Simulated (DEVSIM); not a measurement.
abrupt Si p-n junction

Device: abrupt Si p-n junction, at 300 K.

```tsv
layer (left to right)	material	thickness (μm)	Nd (cm⁻³)	Na (cm⁻³)	τn (s)	τp (s)
1	Si	23.0	-	1.4e18	9.2e-7	9.2e-6
2	Si	3.60	1.3e15	-	9.2e-6	9.2e-6
```

Left contact: ohmic. Right contact: ohmic. Voltage is applied to the left contact. Recombination: SRH at mid-gap, radiative. Mobility is μmin + (μ − μmin)/(1 + (N/Nref)^α).

Constants are typed, rounded textbook-type inputs, not results; the design itself was drawn at random and stands for no fabricated device. Values at 300 K.

| parameter | Si |
|---|---|
| gap (eV) | 1.124 |
| affinity (eV) | 4.05 |
| permittivity | 11.7 |
| Nc (cm⁻³) | 2.86e19 |
| Nv (cm⁻³) | 3.1e19 |
| μn (cm²/Vs) | 1417 |
| μp (cm²/Vs) | 470 |
| μn,min | 52 |
| μp,min | 45 |
| Nref,n | 9.7e16 |
| Nref,p | 2.2e17 |
| αn | 0.68 |
| αp | 0.72 |
| B (cm³/s) | 4.7e-15 |

Simulated with DEVSIM: 1D drift-diffusion, Boltzmann statistics, complete ionisation; no tunnelling, impact ionisation, image-force lowering or self-heating.

The potential step across the device at zero bias is 0.785 V and the largest field in the device at zero bias is 66000 V/cm. The dark forward voltage at 1 A/cm² is 0.555 V and the dark forward voltage at 100 A/cm² is 0.726 V.

Dark reverse current:

```json
[
 {"V (V)": "-0.40", "J (A/cm²)": "-3.7e-9"},
 {"V (V)": "-1.00", "J (A/cm²)": "-6.7e-9"},
 {"V (V)": "-2.00", "J (A/cm²)": "-1.0e-8"},
 {"V (V)": "-3.00", "J (A/cm²)": "-1.3e-8"},
 {"V (V)": "-4.00", "J (A/cm²)": "-1.6e-8"},
 {"V (V)": "-6.00", "J (A/cm²)": "-2.0e-8"}
]
```

Dark forward current:

| V (V) | J (A/cm²) |
|---|---|
| 0.05 | 5.0e-9 |
| 0.10 | 3.3e-8 |
| 0.15 | 2.1e-7 |
| 0.20 | 1.4e-6 |
| 0.25 | 9.3e-6 |
| 0.30 | 6.3e-5 |
| 0.35 | 0.00043 |
| 0.40 | 0.0029 |
| 0.45 | 0.020 |
| 0.50 | 0.13 |
| 0.60 | 4.6 |
| 0.65 | 19 |
| 0.70 | 61 |
| 0.75 | 160 |
| 0.80 | 340 |
| 0.85 | 610 |
| 0.90 | 970 |
| 0.95 | 1400 |
| 1.00 | 1900 |
| 1.05 | 2400 |
